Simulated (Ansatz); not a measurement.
The starting structures come from a database of crystals and need not be the phases stable at ambient conditions.

Tunnelling through a barrier is set by its complex band structure: the current falls as exp(−2κd) with the smallest κ.

Given:

```
CELL_PARAMETERS angstrom
      7.58963     0.00000     0.00000
      0.00000     9.06007     0.00000
      0.00000    -2.88241     6.62732
ATOMIC_POSITIONS crystal
  Ba 0.56627 0.64710 0.32355
  Ba 0.43373 0.35290 0.67645
  Ba 0.06627 0.35290 0.17645
  Ba 0.93373 0.64710 0.82355
  Ba 0.75000 0.03972 0.76986
  Ba 0.25000 0.96028 0.23014
  Ba 0.25000 0.96028 0.73014
  Ba 0.75000 0.03972 0.26986
  P  0.52264 0.73034 0.86517
  P  0.47736 0.26966 0.13483
  P  0.02264 0.26966 0.63483
  P  0.97736 0.73034 0.36517
  O  0.50000 0.00000 0.50000
  O  0.00000 0.00000 0.00000
```

Space group of this cell: Cmce. The cell is taken as given; by r2SCAN its mean pressure is -0.8 GPa.

Transport runs along the normal of the first two printed cell vectors.

No gap correction and no spin-orbit coupling; mid-gap values are interpolated between computed energies.

State the band gap and the smallest decay constant κ at mid-gap according to r2SCAN run with Ansatz (a program for electronic structure).

Gap 1.35 eV on a 4×6×6 mesh; κ = 0.176 1/Å, at the zone centre.
